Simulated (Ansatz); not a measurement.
Base system: ZrO₂ (space group P4_2/nmc, No. 137; a = 3.621 Å, c = 5.284 Å). Axes: x, y, z lie along a, b, c of the conventional cell.

Calculations: Ansatz (a quantum-chemistry and plane-wave program) PBE, spin-orbit coupling left out, earlier PAW set.

Base values:

| Property | Result |
|---|---|
| Band gap | 4.04 eV |
| Width of the top valence band | 0.87 eV |

Perturbation: biaxial strain +1.13 %, plane normal [001], relaxed out of plane (Cartesian); in-plane vectors clamped, the third vector and the atoms free.

Problem. Predict the new band gap.

Solution. The band gap falls by 0.219 eV (4.04 eV → 3.83 eV).

Problem. What does the calculation give for the width of the top valence band after the change?

Solution. The width of the top valence band rises by 0.10 eV, from 0.87 eV to 0.97 eV.

Whether these cells are dynamically stable was not tested. This is not the structure that ZrO2 has at room temperature and ambient pressure.
